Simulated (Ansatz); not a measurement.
We consider BN (model structure, started from the rocksalt type, Fm-3m, No. 225, 2 atoms in the cell), described by LDA (Ansatz, an electronic-structure program, PAW).

Settings: plane-wave cutoff 520 eV, 18×18×18 k mesh, scalar-relativistic PAW data made under PBE.

Computed at the level's own relaxed cell.

Hill averages of the elastic tensor: K = 418.0 GPa, G = 360.1 GPa. Volume 5.175 Å³/atom, mean atomic mass 12.409 u.

Problem. Work out the density, the sound velocities of a polycrystal and the elastic Debye temperature at this level.

Solution. ρ = 1.66054 × 12.409/5.175 = 3.982 g/cm³. v_l = √[(K + 4G/3)/ρ] = 15.018 km/s and v_t = √(G/ρ) = 9.510 km/s. The mean follows from 3/v_m³ = 1/v_l³ + 2/v_t³: v_m = 10.461 km/s. Θ_D = (ħ/k_B) v_m (6π²/V)^(1/3) = 76.38 K Å s/km × 10.461 × 2.2534 Å⁻¹ = 1801 K, counting all atoms of the cell.

Note: the relaxation could raise the start's symmetry but not lower it, so the cell can be a saddle point.

A model structure was made by putting elements into a prototype or built by hand; it is no filed structure, need not be a known phase, and can be a saddle point held by its symmetry.
